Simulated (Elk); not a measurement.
A self-consistent single point of LaMg₆Nb (Amm2, 8 atoms in the cell) with Elk.

Level of theory: LDA (PW92), all-electron FP-LAPW, Elk's shipped species files, APW+lo basis with extra local orbitals (Elk).

```xyz
8
Lattice="5.0730 0.0000 0.0000 0.0000 3.2504 5.7824 0.0000 -3.2504 5.7824" Properties=species:S:1:pos:R:3 pbc="T T T"
La     0.0000     0.0000     9.3371
Mg     0.0000     1.5348     6.6409
Mg     0.0000    -1.5348     6.6409
Mg     0.0000     0.0000     3.8543
Mg     2.5365     1.5553     4.9402
Mg     2.5365    -1.5553     4.9402
Mg     2.5365     0.0000     1.9577
Nb     2.5365     0.0000     7.9480
```

Reference input (self-consistent single point, DFT, PBEsol, all-electron FP-LAPW, Elk's shipped species files, APW+lo basis with extra local orbitals): xctype = 22; rgkmax = 7.5; stype = 0; swidth = 0.00734986 Ha; ngridk = 4 3 3; gmaxvr = 14 1/bohr; nxlo = 2; lorbcnd = true; rmtscf = 0.95; lmaxi = 3. This run's input differs from it in these lines:

```diff
@@ -4,3 +4,3 @@
 xctype
-  22
+  3
```

The program printed (abridged):

```
│ Self-consistent loop started │
│ Loop number : 1 │
 total energy                :     -13541.9710017
│ Loop number : 2 │
 total energy                :     -13537.6642975
RMS change in Kohn-Sham potential (target) :   0.1990885504     (  0.1000000000E-05)
Absolute change in total energy (target)   :    4.306704258     (  0.1000000000E-03)
│ Loop number : 3 │
 total energy                :     -13523.4424718
RMS change in Kohn-Sham potential (target) :   0.1189618135     (  0.1000000000E-05)
Absolute change in total energy (target)   :    15.29850175     (  0.1000000000E-03)
│ Loop number : 4 │
   [... lines left out ...]
Absolute change in total energy (target)   :   0.6156878262E-03 (  0.1000000000E-03)
│ Loop number : 19 │
 total energy                :     -13504.7821173
RMS change in Kohn-Sham potential (target) :   0.9089210255E-07 (  0.1000000000E-05)
Absolute change in total energy (target)   :   0.1497169469E-03 (  0.1000000000E-03)
│ Loop number : 20 │
 total energy                :     -13504.7821172
RMS change in Kohn-Sham potential (target) :   0.4641644125E-07 (  0.1000000000E-05)
Absolute change in total energy (target)   :   0.3732461118E-04 (  0.1000000000E-03)
Convergence targets achieved

│ Loop number : 21 │

Energies :
 Fermi                       :     0.189220047615
 total energy                :     -13504.7821058

Density of states at Fermi energy :    127.2259105
 (states/Hartree/unit cell)

Estimated indirect band gap :   0.1523764102E-02
 from k-point     17 to k-point     14
Estimated direct band gap   :   0.7028745577E-02
 at k-point     17

Charges :
 core                        :    86.00000000
 valence                     :    84.00000000
 interstitial                :    14.34619943
 muffin-tins (core leakage)
  species :    1 (La)
   atom    1                 :    54.51163892     (  0.4906112908E-03)
  species :    2 (Mg)
   atom    1                 :    10.40410377     (  0.1332267630E-14)
   atom    2                 :    10.40410377     (  0.1332267630E-14)
   [... lines left out ...]
   atom    6                 :    10.35826687     (  0.6661338148E-15)
  species :    3 (Nb)
   atom    1                 :    38.78337615     (  0.2481890593E-05)
 total in muffin-tins        :    155.6538006
 total calculated charge     :    169.9858850
 total charge                :    170.0000000
 error                       :   0.1411504886E-01

│ Self-consistent loop stopped │
```

The run converged in 21 iterations. The count includes the last loop, which Elk runs after its targets are met. 

The starting cell comes from a database of computed structures (which also holds hypothetical and non-ambient phases and stackings), without a prior relaxation at this level. Its lattice was rescaled by a random factor within 2.5 % of one. Spin polarisation is off. Values depend on the basis (sphere radii, cutoffs, local orbitals), which need not be converged. The log's line on a gap gives a spacing of levels on this mesh, which the program prints for metals too.

Cost on one core of a shared machine: roughly 7 min.
